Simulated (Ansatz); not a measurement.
Response to strain in Ti

The parent structure is Ti in the hcp (Mg type) structure (space group P6_3/mmc, No. 194; relaxed with 0.1 eV smearing).

Ti is modelled in the hexagonal space group P6₃/mmc (No. 194), the hcp (Mg type) structure, Pearson symbol hP2. Lattice parameters: a = 2.936 Å, b = 2.936 Å, c = 4.640 Å, α = 90.00°, β = 90.00°, γ = 120.00°. Ti on 2c is surrounded by 12 Ti at 2.874–2.936 Å (anticuboctahedral). (Neighbours: up to the widest gap in distance over summed covalent radii, below 1.35, at either atom.)

Strains are applied to the cell and any free atomic positions relax.

Level of theory: Kohn–Sham DFT with the r2SCAN functional, run in Ansatz (an electronic-structure program) with PAW and 500 eV plane waves, without spin-orbit coupling.

Notes on the quantities. pressure: mean of the normal stresses, compression positive; energy relative to the base: free energy F.

```json
[
 {"case": "base", "pressure": "0.0 GPa", "energy relative to the base": "0 meV/atom", "volume per atom": "17.32 Å³"},
 {"case": "isotropic strain −3.00 %", "pressure": "12.5 GPa", "energy relative to the base": "+55 meV/atom", "volume per atom": "15.81 Å³"},
 {"case": "isotropic strain −2.50 %", "pressure": "10.1 GPa", "energy relative to the base": "+38 meV/atom", "volume per atom": "16.06 Å³"},
 {"case": "isotropic strain −2.00 %", "pressure": "7.8 GPa", "energy relative to the base": "+24 meV/atom", "volume per atom": "16.31 Å³"},
 {"case": "isotropic strain −1.50 %", "pressure": "5.7 GPa", "energy relative to the base": "+13 meV/atom", "volume per atom": "16.56 Å³"},
 {"case": "isotropic strain −1.00 %", "pressure": "3.7 GPa", "energy relative to the base": "+5.8 meV/atom", "volume per atom": "16.81 Å³"},
 {"case": "isotropic strain −0.50 %", "pressure": "1.8 GPa", "energy relative to the base": "+1.4 meV/atom", "volume per atom": "17.07 Å³"}
]
```

Stability against distortions was not tested. All final runs are without spin polarisation.
